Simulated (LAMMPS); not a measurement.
Surface tension of liquid Ni3Al over temperature.

Model: classical MD, pair style eam/alloy, file NiAlH_jea.eam.alloy, run in LAMMPS.

```csv
T (K),surface tension,excess energy
1650,1.45 ± 0.03 N/m,1.5 J/m²
1900,1.43 ± 0.03 N/m,1.5 J/m²
2230,1.41 ± 0.03 N/m,1.6 J/m²
```

The ± values are statistical; the model's systematic error is not in them.
